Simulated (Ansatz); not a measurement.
# GeS (model structure, started from the NiAs type, P6₃/mmc, No. 194, 4 atoms in the cell): lattice parameter a by level of theory

No measured value is used here.

```csv
level (code),value (Å)
PBE (Ansatz),3.772
PBEsol (Ansatz),3.657
PBE-D3(BJ) (Ansatz),3.681
```

PBE-D3(BJ): a distance lies near a switch of the dispersion term, which can move the cell. Ansatz's density-functional and Hartree–Fock values are scalar-relativistic unless marked +SOC, with PAW data made under PBE.

A model structure was made by putting elements into a prototype or built by hand; it is no filed structure, need not be a known phase, and can be a saddle point held by its symmetry.

Ansatz is a quantum-chemistry and plane-wave program.
